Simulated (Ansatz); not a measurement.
OsC (model structure, F-43m, No. 216, 2 atoms in the cell)

All values below come from PBE-D3(BJ) in Ansatz (PAW).

Settings: plane-wave cutoff 520 eV, 12×12×12 k mesh, Fermi–Dirac smearing 0.01 eV, no spin polarisation, scalar-relativistic PAW data made under PBE.

Cell (relaxed at this level):

```
OsC
1.0
    0.00000     2.28979     2.28979
    2.28979     0.00000     2.28979
    2.28979     2.28979     0.00000
Os C
1 1
Direct
  0.00000   0.00000   0.00000
  0.25000   0.25000   0.25000
```

| Item | Value |
|---|---|
| band gap | 0.15 eV (on the SCF k mesh) |
| direct gap at Γ | 4.79 eV |

Note: the relaxation could raise the start's symmetry but not lower it, so the cell can be a saddle point.

Spin–orbit coupling is not included; it can close the smallest gap of 0.15 eV.

The computed numbers hold no vibrational or temperature effects.

The result took about 27 core-seconds (a rough figure).

A model structure was made by putting elements into a prototype or built by hand; it is no filed structure, need not be a known phase, and can be a saddle point held by its symmetry.

Ansatz is a first-principles code.
